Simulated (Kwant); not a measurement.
System: GaN/Al0.2Ga0.8N stack with 2 barriers. One parabolic valley. Leads of mass 0.2 mₑ with the band edge at 0; grid 0.1 nm; bias swept from 0.014 to 0.4369 V, dropping linearly over the stack. Emitter Fermi level 0.045 eV, 300 K, equal in the collector.

| layer | thickness (nm) | band offset (eV) | mass (mₑ) |
|---|---|---|---|
| 1 | 1.7 | 0.35 | 0.22 |
| 2 | 2.1 | 0 | 0.2 |
| 3 | 2.2 | 0.35 | 0.22 |

The device is made up for the run: typed textbook-type constants, with dimensions and the other settings drawn at random.

Computed with Kwant: one-band effective-mass tight-binding model in one dimension, coherent, no space charge, current by the Tsu-Esaki formula.

Sweep values stay those of the base run.

Base results: J (A/cm²) at bias = 0.3312 V 31000; J (A/cm²) at bias = 0.4369 V 47000; first peak current (A/cm²) 408000; bias of the first current peak (V) 0.243.

What follows from this one change: Fermi level in the emitter 0.045 → 0.034 eV?

J at bias = 0.3312 V 31000 → 22700 A/cm²; J at bias = 0.4369 V 47000 → 33100 A/cm²; first peak current 408000 → 316000 A/cm²; bias of the first current peak little changed (0.243 V).

What follows from this one change: width of the first well 2.1 → 2.5 nm?

J at bias = 0.3312 V 31000 → 23200 A/cm²; J at bias = 0.4369 V 47000 → 68400 A/cm²; first peak current 408000 → 288000 A/cm²; bias of the first current peak 0.243 → 0.190 V.
